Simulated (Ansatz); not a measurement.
# Sr3P2 (model structure, started from the A-La2O3 type, P-3m1, No. 164, 5 atoms in the cell): band gap by level of theory

No measured value is used here.

| level (code) | value (eV) |
|---|---|
| LDA (Ansatz) | ___ |
| PBE+SOC (Ansatz) | 0.62 (indirect) |
| PBEsol+SOC (Ansatz) | 0.55 (indirect) |
| r²SCAN+SOC (Ansatz) | 0.87 (indirect) |
| HSE06+SOC (Ansatz) | 1.18 (indirect) |
| PBE0 (Ansatz) | ___ |
| r²SCAN0 (Ansatz) | 1.96 |

### Question
What belongs in the gaps?

### Answer

- LDA (Ansatz, a program for electronic structure), value (eV): 0.53
- PBE0 (Ansatz), value (eV): 1.80

Computed values are for a static lattice. Spin–orbit coupling is included only where a level's name says +SOC; with heavier elements it mostly lowers gaps and can invert bands.  Values are at the PBEsol cell. Cutoffs and k meshes differ between the levels. Ansatz's density-functional and Hartree–Fock values are scalar-relativistic unless marked +SOC, with PAW data made under PBE.

A model structure was made by putting elements into a prototype or built by hand; it is no filed structure, need not be a known phase, and can be a saddle point held by its symmetry.
